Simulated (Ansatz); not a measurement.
**ZrGeTe (P4/nmm, No. 129, 6 atoms in the cell; start mp-3208)**

Calculation: PBEsol in Ansatz (plane waves, PAW).

Numerical settings: plane-wave cutoff 520 eV, 14×14×6 k mesh (along the axes of the cell as run), Fermi–Dirac smearing 0.05 eV, scalar-relativistic PAW data made under PBE.

Cell (relaxed at this level):

```
ZrGeTe
1.0
    3.84397     0.00000     0.00000
    0.00000     3.84397     0.00000
    0.00000     0.00000     8.55271
Zr Ge Te
2 2 2
Direct
  0.50000   0.00000   0.24820
  0.00000   0.50000   0.75180
  0.00000   0.00000   0.00000
  0.50000   0.50000   0.00000
  0.50000   0.00000   0.62013
  0.00000   0.50000   0.37987
```

```
Item            Result
------------  --------
band gap          none
bulk modulus  99.3 GPa
```

Note: the relaxation could not lower the start's symmetry, so the cell can be a saddle point above a distorted one; the bulk modulus is −V dP/dV from two relaxed cells at ±2 % in volume.

Spin–orbit coupling is not included; it can open a gap where bands touch, and shift volumes and moduli.

The result took around 23 core-minutes (rough).

A start named mp-… is a Materials Project structure, which need not be a measured phase.

Ansatz is a first-principles code.
